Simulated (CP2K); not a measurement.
A self-consistent single point of KBr (Fm-3m, 2 atoms in the cell) with CP2K.

Method: CP2K 2026.2 with LDA (Pade form), GPW, DZVP-MOLOPT-SR-GTH basis, GTH-PADE potentials (GTH_POTENTIALS).

```
KBr
1.0
    4.65499     0.00000     0.00000
    2.32749     4.03134     0.00000
    2.32749     1.34378     3.80078
K Br
1 1
Direct
  0.00000   0.00000   0.00000
  0.50000   0.50000   0.50000
```

Reference input (self-consistent single point, DFT PBE, GPW, DZVP-MOLOPT-SR-GTH basis, GTH-PBE potentials (GTH_POTENTIALS)): CUTOFF = 500 Ry; REL_CUTOFF = 50 Ry; KPOINTS/SCHEME = MONKHORST-PACK 5 5 5; XC_FUNCTIONAL = PBE; K/BASIS_SET = DZVP-MOLOPT-SR-GTH-q9; K/POTENTIAL = GTH-PBE-q9; Br/BASIS_SET = DZVP-MOLOPT-SR-GTH-q7; Br/POTENTIAL = GTH-PBE-q7; METHOD = GPW; EPS_DEFAULT = 1e-10; NGRIDS = 5; SCF_GUESS = ATOMIC. This run's input differs from it in these lines:

```diff
@@ -38,3 +38,3 @@
     &XC
-      &XC_FUNCTIONAL PBE
+      &XC_FUNCTIONAL PADE
       &END XC_FUNCTIONAL
@@ -69,3 +69,3 @@
       BASIS_SET DZVP-MOLOPT-SR-GTH-q9
-      POTENTIAL GTH-PBE-q9
+      POTENTIAL GTH-PADE-q9
     &END KIND
@@ -73,3 +73,3 @@
       BASIS_SET DZVP-MOLOPT-SR-GTH-q7
-      POTENTIAL GTH-PBE-q7
+      POTENTIAL GTH-PADE-q7
     &END KIND
```

Output, abridged:

```
 SCF WAVEFUNCTION OPTIMIZATION

  Step     Update method      Time    Convergence         Total energy    Change
     1 NoMix/Diag. 0.30E+00      -     0.95612045       -41.8347239671 -4.18E+01
     2 Broy./Diag. 0.30E+00      -     0.04518627       -41.7296887370  1.05E-01
     3 Broy./Diag. 0.30E+00      -     0.05261741       -41.8113080333 -8.16E-02
     4 Broy./Diag. 0.30E+00      -     0.00421130       -41.8453916292 -3.41E-02
     5 Broy./Diag. 0.30E+00      -     0.00197917       -41.8321304384  1.33E-02
     6 Broy./Diag. 0.30E+00      -     0.00067408       -41.8389935243 -6.86E-03
     7 Broy./Diag. 0.30E+00      -     0.00001253       -41.8402884645 -1.29E-03
     8 Broy./Diag. 0.30E+00      -     0.00002380       -41.8402845319  3.93E-06
     9 Broy./Diag. 0.30E+00      -     0.00000065       -41.8402453643  3.92E-05
    10 Broy./Diag. 0.30E+00      -     0.00000144       -41.8402427852  2.58E-06
    11 Broy./Diag. 0.30E+00      -     0.00000001       -41.8402445255 -1.74E-06
  *** SCF run converged in    11 steps ***

  Overlap energy of the core charge distribution:               0.00000000000000
  Self energy of the core charge distribution:                -84.76948492805039
  Core Hamiltonian energy:                                     19.49222738888913
  Hartree energy:                                              30.28655503367182
  Exchange-correlation energy:                                 -6.84954201997863

  Total energy:                                               -41.84024452546807

                     Mulliken Population Analysis

 #  Atom  Element  Kind  Atomic population                           Net charge
       1     K        1          8.446045                              0.553955
       2     Br       2          7.553955                             -0.553955
   [... lines left out ...]

 STRESS| Analytical stress tensor [bar]
 STRESS|                        x                   y                   z
 STRESS|      x       -1.36863640219E+04   1.44013889017E-03   1.01829381059E-03
 STRESS|      y        1.44013889017E-03  -1.36862928541E+04   2.72118562810E-02
 STRESS|      z        1.01829381059E-03   2.72118562810E-02  -1.36861290658E+04
 STRESS| 1/3 Trace                                            -1.36862619806E+04
```

The run converged in 11 iterations. Against the reference run the pressure goes from 1.05 to -1.37 GPa and the gap on the mesh goes from 4.538 to 4.181 eV.

The starting cell comes from a database of computed structures (which also holds hypothetical and non-ambient phases and stackings), without a prior relaxation at this level. Its lattice was rescaled by a random factor within 2.5 % of one. Values carry the incompleteness of an atom-centred basis.
